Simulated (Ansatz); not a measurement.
The reference is AlCo in the CsCl type structure (space group Pm-3m, No. 221; a = 2.852 Å; non-magnetic).

Levels (all Ansatz, a quantum-chemistry and plane-wave program, PAW): PBE (420 eV, no spin-orbit coupling); r2SCAN (500 eV, scalar-relativistic without spin-orbit coupling).

Levels that relaxed their own cell: PBE and r2SCAN.

```tsv
level	lattice parameter a
PBE	2.852 Å
r2SCAN	2.824 Å
```

Measured: lattice parameter a 2.861 Å (room temperature; as listed in Yamada, Ryo, Mohri, Tetsuo, arXiv (2019)).

Computed minus measured — lattice parameter a: PBE -0.3 %, r2SCAN -1.3 % (closest: PBE). Measured values not marked as corrected hold thermal and zero-point effects that the static-lattice runs lack.

The magnetic state is the one reached from the starting moments; the real material's order can differ, and small cells can't hold many antiferromagnetic ones. Whether these cells are dynamically stable was not tested. Starting moments died away, wholly or in part, for Ru → Co; another magnetic solution may exist. Spin-polarised in the final run: r2SCAN AlCo; the other runs are not.
